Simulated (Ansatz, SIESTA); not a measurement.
## One structure in several programs: HfCuSi₂ (P4/nmm, 8 atoms in the cell)

Self-consistent single point.

```yaml
crystal:
  lattice:
    - [3.66138, 0.00000, 0.00000]
    - [0.00000, 3.66138, 0.00000]
    - [0.00000, 0.00000, 8.96353]
  atoms:
    - { symbol: Hf, position: [0.00000, 0.50000, 0.26585] }
    - { symbol: Hf, position: [0.50000, 0.00000, 0.73415] }
    - { symbol: Si, position: [0.50000, 0.50000, 0.50000] }
    - { symbol: Si, position: [0.00000, 0.00000, 0.50000] }
    - { symbol: Si, position: [0.50000, 0.00000, 0.17018] }
    - { symbol: Si, position: [0.00000, 0.50000, 0.82982] }
    - { symbol: Cu, position: [0.00000, 0.00000, 0.00000] }
    - { symbol: Cu, position: [0.50000, 0.50000, 0.00000] }
```

Shared settings, as Ansatz (an electronic-structure program) writes them: kpoints.mp_grid.grid = 8 8 3; magnetization.spin_orbit = true; scf.occupations.method = fermi_dirac; scf.occupations.width = 0.136 eV. Potentials and cutoffs stand in the table.

```
code                                                                                                                                                               model  pressure (GPa)  largest force (eV/Å)       cutoff
------  ----------------------------------------------------------------------------------------------------------------------------------------------------------------  --------------  --------------------  -----------
SIESTA  GGA PBEsol with spin-orbit coupling, numerical atomic orbitals DZP, PseudoDojo PBEsol fully relativistic norm-conserving potentials (rewritten from UPF to PSML)               –                 0.401  grid 350 Ry
Ansatz                                                                                                          PBEsol with spin-orbit coupling, PAW files made with PBE           -1.98                 0.214       420 eV
```

Size of the force on each atom (eV/Å): Sizes of forces hide their directions.

```csv
code,Hf1,Hf2,Si3,Si4,Si5,Si6,Cu7,Cu8
SIESTA,0.048,0.048,0.000,0.000,0.401,0.401,0.000,0.000
Ansatz,0.048,0.048,0.000,0.000,0.214,0.214,0.000,0.000
```

A dash marks a value that a program does not give, or that is left out as unsure.

The spread over the programs that give each value: largest force within 0.187 eV/Å.

SIESTA uses small atom-centred bases, whose incompleteness enters pressures, forces and empty levels differently from a plane-wave cutoff.

The starting cell comes from a database of computed structures (which also holds hypothetical and non-ambient phases and stackings), without a prior relaxation at this level.

Keys are those of Ansatz 0.2.
